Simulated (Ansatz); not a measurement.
ZrB2, response to strain

Take ZrB$_{2}$ (space group P6/mmm, No. 191; a = 3.171 Å, c = 3.542 Å; relaxed with 0.1 eV smearing) as the base. Axes: x lies along a and z along c of the hexagonal cell.

Strains are applied to the cell and any free atomic positions relax; under biaxial strain the out-of-plane vector relaxes too.

Calculations: PBE (Ansatz, an electronic-structure program), scalar-relativistic without spin-orbit coupling.

Notes on the quantities. pressure: mean of the normal stresses, compression positive.

```json
[
 {"change": "base", "pressure": "0.0 GPa", "out-of-plane strain": "–", "shortest interatomic distance": "1.831 Å"},
 {"change": "biaxial strain −3.00 %, plane normal [001], relaxed out of plane", "pressure": "12.2 GPa", "out-of-plane strain": "+1.75 %", "shortest interatomic distance": "1.776 Å"},
 {"change": "biaxial strain −2.50 %, plane normal [001], relaxed out of plane", "pressure": "10.0 GPa", "out-of-plane strain": "+1.44 %", "shortest interatomic distance": "1.785 Å"},
 {"change": "biaxial strain −2.00 %, plane normal [001], relaxed out of plane", "pressure": "7.9 GPa", "out-of-plane strain": "+1.14 %", "shortest interatomic distance": "1.794 Å"},
 {"change": "biaxial strain −1.00 %, plane normal [001], relaxed out of plane", "pressure": "3.8 GPa", "out-of-plane strain": "+0.56 %", "shortest interatomic distance": "1.813 Å"},
 {"change": "biaxial strain +1.00 %, plane normal [001], relaxed out of plane", "pressure": "-3.5 GPa", "out-of-plane strain": "-0.55 %", "shortest interatomic distance": "1.849 Å"},
 {"change": "biaxial strain +1.50 %, plane normal [001], relaxed out of plane", "pressure": "-5.2 GPa", "out-of-plane strain": "-0.82 %", "shortest interatomic distance": "1.858 Å"},
 {"change": "biaxial strain +2.00 %, plane normal [001], relaxed out of plane", "pressure": "-6.8 GPa", "out-of-plane strain": "-1.09 %", "shortest interatomic distance": "1.868 Å"},
 {"change": "biaxial strain +2.50 %, plane normal [001], relaxed out of plane", "pressure": "-8.4 GPa", "out-of-plane strain": "-1.36 %", "shortest interatomic distance": "1.877 Å"},
 {"change": "biaxial strain +3.00 %, plane normal [001], relaxed out of plane", "pressure": "-9.9 GPa", "out-of-plane strain": "-1.63 %", "shortest interatomic distance": "1.886 Å"}
]
```

Whether these cells are dynamically stable was not tested. The final runs are not spin-polarised.
